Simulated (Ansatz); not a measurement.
For HfSiO₄ (I4₁/amd, No. 141, 12 atoms in the cell; start mp-4609), LDA (Ansatz, a first-principles code, PAW) gives:

```
Quantity                        Value
---------------------  --------------
lattice parameter a           6.524 Å
lattice parameter c           5.921 Å
enthalpy of formation  -3.549 eV/atom
```

Question: What does r²SCAN+rVV10 (Ansatz, PAW) give for the same quantities?

Answer: 
- lattice constant a: 6.565 Å (rises by 0.6 %)
- lattice parameter c: 5.966 Å (grows by 0.8 %)
- formation enthalpy: -3.510 eV/atom (moves by +0.039 eV/atom)

Changes are worked out from the printed values.

Unless a cell is named, each level is at its own relaxed cell (LDA 10.50, r²SCAN+rVV10 10.71 Å³/atom).

Levels without +SOC leave out spin–orbit coupling, which shifts energies and cells of such heavy elements.

Caveats: the relaxation could not lower the start's symmetry, so the cell can be a saddle point above a distorted one (LDA, r²SCAN+rVV10). Ansatz's density-functional and Hartree–Fock values are scalar-relativistic unless marked +SOC, with PAW data made under PBE.

A start named mp-… is a Materials Project structure, which need not be a measured phase.
